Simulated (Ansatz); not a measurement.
## AlN: biaxial strain +2.50 %, plane normal [111], relaxed out of plane

Base system: AlN in the zinc blende structure (space group F-43m, No. 216; a = 4.342 Å). Axes: x, y, z lie along the cube axes.

Perturbation: biaxial strain +2.50 %, plane normal [111], relaxed out of plane (Cartesian); in-plane vectors clamped, the third vector and the atoms free.

Calculations: LDA (Ansatz, a quantum-chemistry and plane-wave program; PAW; 420 eV plane waves; no SOC). Γ-centred 13×13×13 mesh, Fermi–Dirac width 0.05 eV.

| quantity | base | changed | shift |
|---|---|---|---|
| volume per atom | 10.23 Å³ | 10.66 Å³ | +0.421 Å³ |
| space group | F-43m (No. 216) | R3m (No. 160) | – |
| shortest interatomic distance | 1.880 Å | 1.886 Å | +0.0053 Å |
| energy relative to the base (free energy F) | 0 meV/atom | +19 meV/atom | +19 meV/atom |
| pressure (mean of the normal stresses, compression positive) | 0.00 GPa | -7.79 GPa | -7.79 GPa |
| band gap | 3.25 eV | 3.04 eV | -0.216 eV |
| gap character | – | indirect, Γ → F | – |
| smallest direct gap | 4.39 eV | 3.82 eV | -0.57 eV |
| valence-band top at Γ (three highest levels, from the VBM) | – | 0.00, -0.26, -0.26 eV | – |
| valley order (the lowest conduction-band minima on the path, energy above the VBM, named in the base's zone) | X along ⟨100⟩ 3.25 eV; Γ 4.39 eV | X along [001] 3.04 eV; Γ 3.82 eV | – |
| out-of-plane strain | – | -0.91 % | – |
| ratio −ε⊥/ε∥ | – | 0.36 | – |
| mean in-plane stress (compression positive) | – | -11.7 GPa | – |

No phonon test of stability was made. This is not the structure that AlN has at room temperature and ambient pressure. k-point labels follow each cell's own Brillouin zone.
